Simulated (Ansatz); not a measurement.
**What isotropic strain −2.26 % does to ScAl3**

Start from ScAl₃ in the Cu3Au type structure (space group Pm-3m, No. 221; a = 4.106 Å).

Perturbation: the cell is scaled by 0.9774 in all directions, atoms relaxed at fixed cell.

All numbers come from PBE in Ansatz (plane waves to 420 eV, PAW, no spin-orbit coupling). k-mesh 11×11×11 (Γ-centred); smearing 0.05 eV (Fermi–Dirac).

- Volume per atom: 16.16 Å³ (base 17.30 Å³)
- Shortest interatomic distance: 2.838 Å (base 2.903 Å)
- Energy relative to the base (free energy F): +23 meV/atom
- Band gap: zero (base zero)

Final structure:

```
CELL_PARAMETERS angstrom
      4.01309     0.00000     0.00000
      0.00000     4.01309     0.00000
      0.00000     0.00000     4.01309
ATOMIC_POSITIONS crystal
  Al 0.00000 0.50000 0.50000
  Al 0.50000 0.50000 0.00000
  Al 0.50000 0.00000 0.50000
  Sc 0.00000 0.00000 0.00000
```

Cost of the whole job for the changed cell (relaxation, final SCF and bands): around 10 core-seconds (rough).

Stability against distortions was not tested. The final runs are not spin-polarised.

Ansatz is a program for electronic structure.
